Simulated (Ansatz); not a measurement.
Symmetric slabs, relaxed from ideal cuts in 1x1 cells, of elemental solids: surface energy (J/m²) by functional, in Ansatz (plane waves, PAW). All structures are PBE's; the other columns are single points with references at the same level. No spin-orbit coupling, Hubbard U or dispersion.

```json
[
 {"system": "hcp Mg (30-32), ideal cut with outer spacing 0.87 Å", "PBE": "0.64", "LDA": "0.73", "PBEsol": "0.71", "RPBE": "0.59", "r2SCAN": "0.72"},
 {"system": "hcp Lu (11-23), ideal cut with outer spacing 0.63 Å", "PBE": "1.21", "LDA": "1.39", "PBEsol": "1.34", "RPBE": "1.11", "r2SCAN": "1.34"},
 {"system": "hcp Re (11-22), ideal cut with outer spacing 1.18 Å", "PBE": "3.48", "LDA": "3.99", "PBEsol": "3.89", "RPBE": "3.27", "r2SCAN": "3.70"},
 {"system": "beta tin (211), ideal cut with outer spacing 1.54 Å", "PBE": "0.39", "LDA": "0.58", "PBEsol": "0.53", "RPBE": "0.29", "r2SCAN": "0.47"},
 {"system": "bcc Li (331), ideal cut with outer spacing 0.39 Å", "PBE": "0.52", "LDA": "0.56", "PBEsol": "0.54", "RPBE": "0.48", "r2SCAN": "0.53"},
 {"system": "hcp Be (21-33), ideal cut with outer spacing 0.10 Å", "PBE": "2.24", "LDA": "2.50", "PBEsol": "2.41", "RPBE": "2.09", "r2SCAN": "2.32"},
 {"system": "fcc Au (331), ideal cut with outer spacing 0.95 Å", "PBE": "0.84", "LDA": "1.35", "PBEsol": "1.18", "RPBE": "0.61", "r2SCAN": "1.03"},
 {"system": "hcp Hf (10-12), ideal cut with outer spacing 0.62 Å", "PBE": "1.90", "LDA": "2.13", "PBEsol": "2.08", "RPBE": "1.78", "r2SCAN": "2.12"},
 {"system": "hcp Mg (10-13), ideal cut with outer spacing 0.24 Å", "PBE": "0.74", "LDA": "0.83", "PBEsol": "0.82", "RPBE": "0.68", "r2SCAN": "0.84"},
 {"system": "hcp Lu (21-33), ideal cut with outer spacing 0.16 Å", "PBE": "1.20", "LDA": "1.35", "PBEsol": "1.31", "RPBE": "1.11", "r2SCAN": "1.31"},
 {"system": "fcc Ca (310), ideal cut with outer spacing 0.87 Å", "PBE": "0.53", "LDA": "0.59", "PBEsol": "0.58", "RPBE": "0.49", "r2SCAN": "0.58"},
 {"system": "bcc Na (332), ideal cut with outer spacing 0.90 Å", "PBE": "0.25", "LDA": "0.28", "PBEsol": "0.27", "RPBE": "0.22", "r2SCAN": "0.27"}
]
```

The rows are a random draw from the class, without slabs that broke up, higher cuts of a face and adsorbates that left their site. Mean shift from PBE over these rows: LDA 0.19 J/m² (from 0.03 to 0.51, 12 rows); PBEsol 0.14 J/m² (from 0.02 to 0.41, 12 rows); RPBE -0.10 J/m² (from -0.23 to -0.03, 12 rows); r2SCAN 0.11 J/m² (from 0.01 to 0.22, 12 rows).

Ansatz is a first-principles code.
